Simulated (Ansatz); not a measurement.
For As (model structure, Fd-3m, No. 227, 2 atoms in the cell), LDA (plane waves, PAW; Ansatz, a first-principles code) gives:

```
Property                    Value
-------------------  ------------
lattice parameter a       5.965 Å
bulk modulus B0          54.3 GPa
cohesive energy      3.59 eV/atom
```

What does r²SCAN in Ansatz (plane waves, PAW) give for the same quantities?


- lattice constant a: 6.063 Å (grows by 1.6 %)
- bulk modulus: 50.3 GPa (drops by 7.4 %)
- cohesive energy: 2.45 eV/atom (shrinks by 1.14 eV/atom)

Changes are worked out from the printed values.

Unless a cell is named, each level is at its own relaxed cell (LDA 26.53, r²SCAN 27.86 Å³/atom).

Caveats: the bulk modulus is −V dP/dV from two relaxed cells at ±2 % in volume (LDA, r²SCAN). Ansatz's density-functional and Hartree–Fock values are scalar-relativistic unless marked +SOC, with PAW data made under PBE.

A model structure was made by putting elements into a prototype or built by hand; it is no filed structure, need not be a known phase, and can be a saddle point held by its symmetry.
